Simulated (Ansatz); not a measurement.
CdSe: element substitutions

Start from CdSe in the zinc blende structure (space group F-43m, No. 216; a = 6.082 Å).

Each row replaces one element on all its sites; cell and atoms are relaxed.

Levels (all Ansatz, an electronic-structure program, PAW): PBEsol (420 eV, scalar-relativistic without spin-orbit coupling); r2SCAN (500 eV, no spin-orbit coupling).

Pressures by level, all at the geometries relaxed with PBEsol:

```json
[
 {"case": "base", "PBEsol": "0.0 GPa", "r2SCAN": "1.4 GPa"},
 {"case": "Se → As", "PBEsol": "0.0 GPa", "r2SCAN": "1.4 GPa"},
 {"case": "Se → Au", "PBEsol": "0.0 GPa", "r2SCAN": "…"}
]
```

**Question.** Some entries are withheld; estimate them.

**Answer.** 
- Se → Au, r2SCAN: 1.1 GPa

Single points use the geometry relaxed with PBEsol. Their cutoffs differ, which shifts pressures a little. Stability against distortions was not tested. As relaxed here, CdAs and CdAu are hypothetical phases, not in the database extracts checked. All final runs are without spin polarisation. An odd electron count without spin: CdAs and CdAu.
